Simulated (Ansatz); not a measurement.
Consider the following.

```yaml
crystal:
  lattice:
    - [0.00000, 3.05574, 2.96285]
    - [3.05574, 0.00000, 2.96285]
    - [3.05574, 3.05574, 0.00000]
  atoms:
    - { symbol: Sb, position: [0.75000, 0.75000, 0.75000] }
    - { symbol: Ga, position: [0.00000, 0.00000, 0.00000] }
```

A single point on GaSb with a change (uniaxial strain ε_zz = −3.04 %), its geometry relaxed with PBEsol.

All numbers come from HSE06 (Ansatz, a first-principles code; PAW; 420 eV plane waves; noncollinear with spin-orbit coupling). k-mesh 6×6×6 (Γ-centred); smearing 0.01 eV (Fermi–Dirac).

Problem. What is the computed valence-band top at Γ (three highest Kramers pairs, from the VBM)?

Solution. 0.00, -0.14, -0.87 eV.

Problem. What is the computed band gap?

Solution. 0.78 eV.

Single points use the geometry relaxed with PBEsol. Whether these cells are dynamically stable was not tested. The cell was made from GaSb in the zinc blende structure (space group F-43m, No. 216) by this change: uniaxial strain ε_zz = −3.04 %.
